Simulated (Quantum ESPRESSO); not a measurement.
Quantum ESPRESSO run on CsK3 (Pm-3m, 4 atoms in the cell): self-consistent single point.

Method: PBEsol, GBRV 1.5 ultrasoft (PBESOL) pseudopotentials (plane waves; Quantum ESPRESSO).

```xyz
4
Lattice="7.0343 0.0000 0.0000 0.0000 7.0343 0.0000 0.0000 0.0000 7.0343" Properties=species:S:1:pos:R:3 pbc="T T T"
K      0.0000     3.5171     3.5171
K      3.5171     0.0000     3.5171
K      3.5171     3.5171     0.0000
Cs     0.0000     0.0000     0.0000
```

Reference input (self-consistent single point, DFT, PBEsol, plane waves, GBRV 1.5 ultrasoft (PBESOL) pseudopotentials): ecutwfc = 40 Ry; ecutrho = 200 Ry; occupations = smearing; smearing = fermi-dirac; degauss = 0.0073499 Ry; potentials = {K: k_pbesol_v1.4.uspp.F.UPF, Cs: cs_pbesol_v1.uspp.F.UPF}; K_POINTS = automatic 5 5 5 0 0 0; conv_thr = 1e-09 Ry. This run's input differs from it in these lines:

```diff
@@ -31,3 +31,3 @@
 K_POINTS {automatic}
-5 5 5  0 0 0
+8 8 8  0 0 0
```

The program printed (abridged):

```
     Self-consistent Calculation

     iteration #  1     ecut=    40.00 Ry     beta= 0.70

     total energy              =    -233.54811569 Ry
     estimated scf accuracy    <       0.39482758 Ry

     iteration #  2     ecut=    40.00 Ry     beta= 0.70

     total energy              =    -233.62752879 Ry
     estimated scf accuracy    <       0.00576715 Ry

     iteration #  3     ecut=    40.00 Ry     beta= 0.70
     c_bands:  1 eigenvalues not converged

     total energy              =    -233.64887913 Ry
     estimated scf accuracy    <       0.00831559 Ry

   [... 17 blocks of this kind left out ...]

     iteration # 21     ecut=    40.00 Ry     beta= 0.70
     c_bands:  1 eigenvalues not converged
     c_bands:  4 eigenvalues not converged
     c_bands:  3 eigenvalues not converged
     c_bands:  3 eigenvalues not converged
     c_bands:  1 eigenvalues not converged

     total energy              =    -233.65126200 Ry
     estimated scf accuracy    <          4.1E-09 Ry

     iteration # 22     ecut=    40.00 Ry     beta= 0.70
     End of self-consistent calculation

     the Fermi energy is     1.7173 ev

!    total energy              =    -233.65126201 Ry
     estimated scf accuracy    <          8.7E-11 Ry
     smearing contrib. (-TS)   =      -0.00895809 Ry
     internal energy E=F+TS    =    -233.64230392 Ry

     convergence has been achieved in  22 iterations

     Forces acting on atoms (cartesian axes, Ry/au):

     atom    1 type  1   force =     0.00000000    0.00000000    0.00000000
   [... zero for the other atoms too ...]

     Total force =     0.000000     Total SCF correction =     0.000000

          total   stress  (Ry/bohr**3)                   (kbar)     P=       -5.62
  -0.00003821   0.00000000   0.00000000           -5.62        0.00        0.00
   0.00000000  -0.00003821   0.00000000            0.00       -5.62        0.00
   0.00000000   0.00000000  -0.00003821            0.00        0.00       -5.62

   JOB DONE.
```

The run converged in 22 iterations. Against the reference run the free energy rises by 1.6 meV/atom and the pressure stays at -0.56 GPa. The full log also holds: “c_bands:  5 eigenvalues not converged”.

The starting cell comes from a database of computed structures (which also holds hypothetical and non-ambient phases and stackings), without a prior relaxation at this level.

Cost on one core of a shared machine: roughly 6 min.
